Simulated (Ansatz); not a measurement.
Reference: GaP (F-43m), r2SCAN with spin-orbit coupling, rigid bands (plane waves, PAW; Ansatz, a quantum-chemistry and plane-wave program); geometry: cell and atoms relaxed with r2SCAN.

```cif
data_Ga4P4
_chemical_formula_sum 'Ga4 P4'
_space_group_name_H-M_alt 'F-43m'
_space_group_IT_number 216
_space_group_name_Hall 'F -4 2 3'
_cell_length_a 5.45162
_cell_length_b 5.45162
_cell_length_c 5.45162
_cell_angle_alpha 90.000
_cell_angle_beta 90.000
_cell_angle_gamma 90.000
loop_
_atom_site_label
_atom_site_type_symbol
_atom_site_symmetry_multiplicity
_atom_site_Wyckoff_symbol
_atom_site_fract_x
_atom_site_fract_y
_atom_site_fract_z
_atom_site_occupancy
Ga1 Ga 4 a 0.00000 0.00000 0.00000 1
P1 P 4 d 0.75000 0.75000 0.75000 1
```
(The calculation used a cell of 2 atoms; values per cell refer to that cell.)

- band gap: 1.82 eV
- electron conductivity mass: 0.34 mₑ
- hole conductivity mass: 0.48 mₑ
- Seebeck coefficient, n-type 1e19 cm⁻³: -328 μV/K

Question: Replace Ga by In on the same sites and relax. What happens?

Answer: InP (F-43m): volume per atom 20.3 to 25.8 Å³; band gap falls (1.82 eV to 1.00 eV); electron conductivity mass falls (0.34 mₑ to 0.084 mₑ); hole conductivity mass rises (0.48 mₑ to 0.57 mₑ); Seebeck coefficient, n-type 1e19 cm⁻³ falls in size (-328 μV/K to -56 μV/K).

Question: Replace Ga by B on the same sites and relax. What happens?

Answer: BP (F-43m): volume per atom 20.3 to 11.7 Å³; band gap falls (1.82 eV to 1.40 eV); electron conductivity mass falls (0.34 mₑ to 0.32 mₑ); hole conductivity mass falls (0.48 mₑ to 0.40 mₑ); Seebeck coefficient, n-type 1e19 cm⁻³ stays about the same (-328 μV/K to -336 μV/K).

Moves up to 5 % count as about the same. Masses are for dilute carriers at 300 K, harmonic means over directions unless an axis is named. Seebeck coefficients are for the stated density at 300 K, with one relaxation time for all states and whether or not that doping can be reached.
